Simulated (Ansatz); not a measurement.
Consider NbAgO$_{3}$ in the cubic perovskite structure (space group Pm-3m, No. 221; a = 3.950 Å; a cell from a computed database, its experimental status unchecked).

Perturbation: cell and atoms relaxed at a pressure of 0.3 GPa.

Levels (all Ansatz, a quantum-chemistry and plane-wave program, PAW, earlier PAW set): PBEsol (420 eV, without spin-orbit coupling); HSE06 (420 eV, spin-orbit coupling left out); PBEsol+SOC (420 eV, spin-orbit coupling included).

One geometry, relaxed with PBEsol, under each level:

| level | band gap | lowest conduction level above the VBM at special points | pressure |
|---|---|---|---|
| PBEsol | 1.41 eV | X 1.41 eV; Γ 1.59 eV; R 3.35 eV | 0.29 GPa |
| HSE06 | 2.74 eV | X 2.74 eV; Γ 2.87 eV; R 5.35 eV | – |
| PBEsol+SOC | ? | ? | 0.27 GPa |

**Question.** Give the withheld PBEsol+SOC results.

**Answer.** 
- PBEsol+SOC, band gap: 1.39 eV
- PBEsol+SOC, lowest conduction level above the VBM at special points: X 1.39 eV; Γ 1.53 eV; R 3.33 eV; M 4.06 eV

Single points use the geometry relaxed with PBEsol. The hybrid gap comes from the SCF mesh plus the semilocal run's edge points and a few special points and is an upper bound. Differences between runs with and without spin-orbit coupling are approximate. Load acts through the strain it causes; cell and atoms are relaxed under it. Stability against distortions was not tested. Many cubic perovskites are stable only at high temperature; tilts and polar distortions were not tested.
